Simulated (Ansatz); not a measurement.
**A computed series for hypothetical ReO3 type CoCl3: response to strain**

The reference is CoCl3 in the ReO3 type structure (space group Pm-3m, No. 221; ferromagnetic; a hypothetical phase, not in the database extracts checked; relaxed with 0.1 eV smearing).

```
CoCl3
1.0
    4.65855     0.00000     0.00000
    0.00000     4.65855     0.00000
    0.00000     0.00000     4.65855
Co Cl
1 3
Direct
  0.00000   0.00000   0.00000
  0.50000   0.00000   0.00000
  0.00000   0.00000   0.50000
  0.00000   0.50000   0.00000
```

Cartesian axes are those of the cell as printed.

Strains are applied to the cell and any free atomic positions relax; under biaxial strain the out-of-plane vector relaxes too; under stress the whole cell relaxes.

Level of theory: Kohn–Sham DFT with the PBE functional, run in Ansatz (a quantum-chemistry and plane-wave program) with PAW and 420 eV plane waves, no SOC.

Notes on the quantities. pressure: mean of the normal stresses, compression positive; energy relative to the base: free energy F.

```tsv
change	pressure	energy relative to the base	largest site moment	volume per atom
base	0.0 GPa	0 meV/atom	2.00 μB	25.28 Å³
biaxial strain +1.25 %, plane normal [001], relaxed out of plane	-0.6 GPa	+1.9 meV/atom	2.04 μB	25.72 Å³
biaxial strain −1.95 %, plane normal [110], relaxed out of plane	1.0 GPa	+4.4 meV/atom	1.92 μB	24.71 Å³
biaxial strain −1.47 %, plane normal [110], relaxed out of plane	0.7 GPa	+2.5 meV/atom	1.94 μB	24.84 Å³
biaxial strain +1.80 %, plane normal [110], relaxed out of plane	-0.8 GPa	+3.5 meV/atom	2.06 μB	25.84 Å³
biaxial strain +1.10 %, plane normal [111], relaxed out of plane	-0.5 GPa	+1.3 meV/atom	2.03 μB	25.59 Å³
isotropic strain −2.11 %	3.0 GPa	+14 meV/atom	1.79 μB	23.71 Å³
uniaxial strain ε_yy = −4.70 %	2.3 GPa	+15 meV/atom	1.82 μB	24.09 Å³
tensor shear ε_xy = −1.44 %	0.0 GPa	+1.2 meV/atom	2.00 μB	25.27 Å³
uniaxial stress, 3 GPa compression along x	–	+9.2 meV/atom	1.91 μB	24.76 Å³
```

Beyond what the load breaks, stability against distortions was not tested. No Hubbard U is applied and the magnetic state is the run's own (CoCl3 ferromagnetic); small cells can't hold the antiferromagnetic order that many such compounds have, so gaps and moments can be off.
